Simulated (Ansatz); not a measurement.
The starting structures come from a database of crystals and need not be the phases stable at ambient conditions.

Inside the gap of an insulator the Bloch states are evanescent, with a wavenumber k + iκ along the transport direction.

Here is the system:

```xyz
20
Lattice="4.4453 0.0000 0.0000 0.0000 12.4259 0.0000 0.0000 0.0000 5.8167" Properties=species:S:1:pos:R:3 pbc="T T T"
K      3.4138     7.3626     4.3626
K      1.0315     5.0633     1.4542
K      3.2541     1.1496     1.4542
K      1.1912    11.2762     4.3626
P      1.4202     8.3559     1.4542
P      3.0251     4.0700     4.3626
P      0.8025     2.1430     4.3626
P      3.6428    10.2829     1.4542
O      2.9615     8.8239     1.4542
O      1.4837     3.6020     4.3626
O      3.7064     2.6109     4.3626
O      0.7389     9.8149     1.4542
O      3.2889     4.7703     3.0813
O      1.1563     7.6556     2.7354
O      3.3790    10.9832     2.7354
O      1.0663     1.4426     3.0813
O      1.0663     1.4426     5.6438
O      3.3790    10.9832     0.1729
O      1.1563     7.6556     0.1729
O      3.2889     4.7703     5.6438
```

Space group of this cell: Pnma. The cell is taken as given; by r2SCAN its mean pressure is 0.8 GPa.

Transport runs along the normal of the first two printed cell vectors.

No gap correction and no spin-orbit coupling; mid-gap values are interpolated between computed energies.

Problem. Give the band gap and the smallest decay constant κ at mid-gap that r2SCAN run with Ansatz (an electronic-structure program) yields.

Solution. Gap 5.72 eV on a 8×4×6 mesh; κ = 0.491 1/Å, at the zone centre.
